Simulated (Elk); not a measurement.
Band structure of Na2AlGe2 (P4/mmm, 5 atoms in the cell).

```
CELL_PARAMETERS angstrom
      2.93429     0.00000     0.00000
      0.00000     2.93429     0.00000
      0.00000     0.00000    14.29703
ATOMIC_POSITIONS crystal
  Na 0.50000 0.50000 0.61045
  Na 0.50000 0.50000 0.38955
  Al 0.50000 0.50000 0.00000
  Ge 0.50000 0.50000 0.18303
  Ge 0.50000 0.50000 0.81697
```

Method of the run: PBEsol, all-electron FP-LAPW, Elk's shipped species files, APW+lo basis with extra local orbitals (Elk).

Settings: xctype = 22; rgkmax = 7.5; stype = 0; swidth = 0.00183747 Ha; ngridk = 8 8 2; gmaxvr = 16 1/bohr; nxlo = 2; lorbcnd = true; lmaxi = 3.

The starting cell comes from a database of computed structures (which also holds hypothetical and non-ambient phases and stackings), without a prior relaxation at this level. Its lattice was rescaled by a random factor within 2.5 % of one. Values depend on the basis (sphere radii, cutoffs, local orbitals), which need not be converged.

Levels in eV from the Fermi level, bands 25 to 32:
```
point     25     26     27     28    29    30    31    32
-----  -----  -----  -----  -----  ----  ----  ----  ----
Γ      -3.82  -3.29  -0.74  -0.30  3.81  4.48  5.68  5.68
X      -3.62  -3.44  -1.42  -1.09  0.80  1.18  2.01  2.57
M      -1.66  -1.25  -1.25  -0.03  1.26  1.26  1.32  2.76
Z      -4.07  -2.58  -1.96   1.18  2.10  5.68  5.68  5.94
R      -3.62  -3.44  -1.41  -1.12  0.69  1.73  1.76  2.47
A      -1.66  -1.26  -1.26  -0.02  1.26  1.26  1.31  2.76
```

Bands cross the Fermi level along this path, so the cell is metallic at this level.
